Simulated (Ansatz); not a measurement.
**As (model structure, started from the lonsdaleite type, P6₃/mmc, No. 194, 4 atoms in the cell): cohesive energy by level of theory**

No measured value is used here.

| level (code) | value (eV/atom) | cell (Å³/atom) |
|---|---|---|
| LDA (Ansatz) | 3.78 | 24.69 |
| PBE (Ansatz) | 2.81 | 26.93 |
| PBE-D3(BJ) (Ansatz) | ? | 25.52 |
| r²SCAN (Ansatz) | 2.65 | 26.21 |
| r²SCAN+rVV10 (Ansatz) | 2.83 | 25.75 |

Question: Complete the blanks.

Answer: 
- PBE-D3(BJ) (Ansatz, an electronic-structure program), value (eV/atom): 3.15

Each level is taken at its own relaxed cell. Cutoffs differ between the levels. Ansatz's density-functional and Hartree–Fock values are scalar-relativistic unless marked +SOC, with PAW data made under PBE.

A model structure was made by putting elements into a prototype or built by hand; it is no filed structure, need not be a known phase, and can be a saddle point held by its symmetry.
